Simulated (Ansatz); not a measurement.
**ZnS: transverse stress against strain**

ZnS (wurtzite, P6_3mc, 19.226 Å³/atom at rest, c along z) under a strain ε along c (axis z), the other axes held. PBEsol in Ansatz, a plane-wave DFT program (PAW, default set), 420 eV, 10×10×6 Γ-centred mesh, Fermi-Dirac smearing 0.05 eV; ions are relaxed within the symmetry of each cell. Stress is positive for a compressed cell.

Here s stands for strain and y for stress xx.

```csv
strain (%),stress xx (GPa)
-1.20,0.58
-0.60,0.28
0.00,0.00
0.60,-0.27
1.20,-0.53
3.00,?
```

Fit y of the 5 rows that show it with a straight line. Means: s 0, y 0.012. About the means, the sum of products is -1.6620 and the sum of squares of s is 3.6000; the slope is their ratio. Least squares gives y = 0.012 - 0.4617·s. Residuals (row less fit): 0.014, -0.009, -0.012, -0.005, 0.012; standard error 0.014 (degrees of freedom: 3). The slope gives the elastic constant C13 = 46 ± 0.7 GPa.

Q: Estimate the missing y (s = 3.00); what did the run itself give?

A: y = 0.012 - 0.4617 × 3.0 = -1.373 GPa. The calculation gives -1.21 GPa, 0.163 GPa above the prediction (9.1 % of the range of y in the table). The row lies outside the fitted rows, so this is an extrapolation. From the scatter of the fitted rows alone, a prediction at this place has a standard error of 0.027 GPa, so the miss is 6.0 times that.

One order more, fitted to all 11 runs of the series, follows each within 0.01, so the miss is the next term of a smooth law. ZnS is here the high-temperature form. Rows are the converged runs of the series near zero and its far end; series whose fitted rows scatter by over a few per cent of the range, as at a crossing or softening among them, aren't shown in this form. Most that stay on the fit to the last digits aren't either.
